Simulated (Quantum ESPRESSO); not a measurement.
Quantum ESPRESSO is run on HfZrCN (R3m, 4 atoms in the cell), and the run fails. The aim is a self-consistent single point with DFT, LDA (PZ), plane waves, GBRV 1.5 ultrasoft (LDA) pseudopotentials.

Cell that was meant: a = 5.7723 Å, b = 5.7723 Å, c = 5.7723 Å, α = 33.48°, β = 33.48°, γ = 33.48°.

Part of the input:

```fortran
 nat = 4,
 ntyp = 4,
 ecutwfc = 40,
 ecutrho = 40,
 occupations = 'smearing',
 smearing = 'mp',
 degauss = 0.0073499,
```

The program printed (abridged):

```
 %%%%%%%%%%%%%%%%%%%%%%%%%%%%%%%%%%%%%%%%%%%%%%%%%%%%%%%%%%%%%%%%%%%%%%%%%%%%%%
     Error in routine set_cutoff (1):
     ecutrho <= ecutwfc?!?
 %%%%%%%%%%%%%%%%%%%%%%%%%%%%%%%%%%%%%%%%%%%%%%%%%%%%%%%%%%%%%%%%%%%%%%%%%%%%%%

     stopping ...
```

Question: From the messages shown, name the fault and mend the input.

Answer: The fault is a density cutoff or grid that is too coarse; here the program stops on it instead of giving results. To fix it, restore the density cutoff. The program stopped before any SCF iteration.

An input that runs soundly differs in these lines (not the only fix; some lines may just follow from the change or write a value another way):
```diff
- ecutrho = 40,
+ ecutrho = 320,
```

With that input, the run converged in 15 iterations: free energy E − TS -3945.4145 eV; Fermi level (on the code's own zero) 15.52 eV; pressure -22.07 GPa; largest force (vector length) 0.101 eV/Å (DFT, LDA (PZ), plane waves, GBRV 1.5 ultrasoft (LDA) pseudopotentials).

On the sound input: the starting cell comes from a database of computed structures (which also holds hypothetical and non-ambient phases and stackings), without a prior relaxation at this level. Its lattice was rescaled by a random factor within 2.5 % of one. With a pressure of about -22 GPa the cell is away from its equilibrium volume at this level.
